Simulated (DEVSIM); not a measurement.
Device: abrupt In0.53Ga0.47As n-p junction, at 250 K.

| layer (left to right) | material | thickness (μm) | Nd (cm⁻³) | Na (cm⁻³) | τn (s) | τp (s) |
|---|---|---|---|---|---|---|
| 1 | In0.53Ga0.47As | 0.280 | 1.5e15 | - | 3e-10 | 3e-10 |
| 2 | In0.53Ga0.47As | 50.0 | - | 1.8e16 | 3e-10 | 3e-10 |

Left contact: ohmic. Right contact: ohmic. Voltage is applied to the left contact. Recombination: SRH at mid-gap, Auger. Mobility is μmin + (μ − μmin)/(1 + (N/Nref)^α).

This is a model device: material constants are rounded textbook-type values typed into the input, and sizes, dopings and lifetimes were drawn at random. Values at 300 K; Nc and Nv go as T^1.5, mobilities as T to minus their exponent, the gap by Varshni's rule with the affinity fixed.

```csv
parameter,In0.53Ga0.47As
gap (eV),0.74
affinity (eV),4.51
permittivity,13.9
Nc (cm⁻³),2.1e17
Nv (cm⁻³),7.7e18
μn (cm²/Vs),12000
μp (cm²/Vs),300
"μn,min",300
"μp,min",10
"Nref,n",1.3e17
"Nref,p",4.9e17
αn,0.48
αp,0.4
T exponent of μn,1.6
T exponent of μp,1.6
Cn (cm⁶/s),5e-29
Cp (cm⁶/s),5e-29
Varshni α (eV/K),0.00035
Varshni β (K),190
```

Model (solved in DEVSIM): 1D drift-diffusion, Boltzmann statistics, complete ionisation; no tunnelling, impact ionisation, image-force lowering or self-heating.

Task: Tabulate band edges, carrier densities and field at zero bias.

Result: Energies count from the Fermi level of the right contact; mesh points crowd at the junctions.

```json
[
 {"x (μm)": "0.000", "Ec (eV)": "0.101", "Ev (eV)": "-0.654", "n (cm⁻³)": "1.5e15", "p (cm⁻³)": "380000", "field (V/cm)": "13000"},
 {"x (μm)": "0.02616", "Ec (eV)": "0.135", "Ev (eV)": "-0.619", "n (cm⁻³)": "3.0e14", "p (cm⁻³)": "1900000", "field (V/cm)": "13000"},
 {"x (μm)": "0.07934", "Ec (eV)": "0.209", "Ev (eV)": "-0.546", "n (cm⁻³)": "9.7e12", "p (cm⁻³)": "5.9e7", "field (V/cm)": "14000"},
 {"x (μm)": "0.1662", "Ec (eV)": "0.341", "Ev (eV)": "-0.413", "n (cm⁻³)": "2.1e10", "p (cm⁻³)": "2.7e10", "field (V/cm)": "16000"},
 {"x (μm)": "0.2496", "Ec (eV)": "0.482", "Ev (eV)": "-0.272", "n (cm⁻³)": "3.0e7", "p (cm⁻³)": "1.9e13", "field (V/cm)": "18000"},
 {"x (μm)": "0.2788", "Ec (eV)": "0.535", "Ev (eV)": "-0.220", "n (cm⁻³)": "2600000", "p (cm⁻³)": "2.2e14", "field (V/cm)": "18000"},
 {"x (μm)": "0.3040", "Ec (eV)": "0.575", "Ev (eV)": "-0.180", "n (cm⁻³)": "420000", "p (cm⁻³)": "1.4e15", "field (V/cm)": "13000"},
 {"x (μm)": "0.3947", "Ec (eV)": "0.626", "Ev (eV)": "-0.129", "n (cm⁻³)": "39000", "p (cm⁻³)": "1.5e16", "field (V/cm)": "1300"},
 {"x (μm)": "0.5696", "Ec (eV)": "0.630", "Ev (eV)": "-0.125", "n (cm⁻³)": "32000", "p (cm⁻³)": "1.8e16", "field (V/cm)": "≈ 0"},
 {"x (μm)": "0.9367", "Ec (eV)": "0.630", "Ev (eV)": "-0.125", "n (cm⁻³)": "32000", "p (cm⁻³)": "1.8e16", "field (V/cm)": "≈ 0"},
 {"x (μm)": "1.795", "Ec (eV)": "0.630", "Ev (eV)": "-0.125", "n (cm⁻³)": "32000", "p (cm⁻³)": "1.8e16", "field (V/cm)": "≈ 0"},
 {"x (μm)": "4.699", "Ec (eV)": "0.630", "Ev (eV)": "-0.125", "n (cm⁻³)": "32000", "p (cm⁻³)": "1.8e16", "field (V/cm)": "≈ 0"},
 {"x (μm)": "9.899", "Ec (eV)": "0.630", "Ev (eV)": "-0.125", "n (cm⁻³)": "32000", "p (cm⁻³)": "1.8e16", "field (V/cm)": "≈ 0"},
 {"x (μm)": "22.06", "Ec (eV)": "0.630", "Ev (eV)": "-0.125", "n (cm⁻³)": "32000", "p (cm⁻³)": "1.8e16", "field (V/cm)": "≈ 0"},
 {"x (μm)": "40.10", "Ec (eV)": "0.630", "Ev (eV)": "-0.125", "n (cm⁻³)": "32000", "p (cm⁻³)": "1.8e16", "field (V/cm)": "≈ 0"},
 {"x (μm)": "45.60", "Ec (eV)": "0.630", "Ev (eV)": "-0.125", "n (cm⁻³)": "32000", "p (cm⁻³)": "1.8e16", "field (V/cm)": "≈ 0"},
 {"x (μm)": "48.23", "Ec (eV)": "0.630", "Ev (eV)": "-0.125", "n (cm⁻³)": "32000", "p (cm⁻³)": "1.8e16", "field (V/cm)": "≈ 0"},
 {"x (μm)": "49.35", "Ec (eV)": "0.630", "Ev (eV)": "-0.125", "n (cm⁻³)": "32000", "p (cm⁻³)": "1.8e16", "field (V/cm)": "≈ 0"},
 {"x (μm)": "49.97", "Ec (eV)": "0.630", "Ev (eV)": "-0.125", "n (cm⁻³)": "32000", "p (cm⁻³)": "1.8e16", "field (V/cm)": "≈ 0"},
 {"x (μm)": "50.16", "Ec (eV)": "0.630", "Ev (eV)": "-0.125", "n (cm⁻³)": "32000", "p (cm⁻³)": "1.8e16", "field (V/cm)": "≈ 0"},
 {"x (μm)": "50.24", "Ec (eV)": "0.630", "Ev (eV)": "-0.125", "n (cm⁻³)": "32000", "p (cm⁻³)": "1.8e16", "field (V/cm)": "≈ 0"},
 {"x (μm)": "50.28", "Ec (eV)": "0.630", "Ev (eV)": "-0.125", "n (cm⁻³)": "32000", "p (cm⁻³)": "1.8e16", "field (V/cm)": "≈ 0"}
]
```
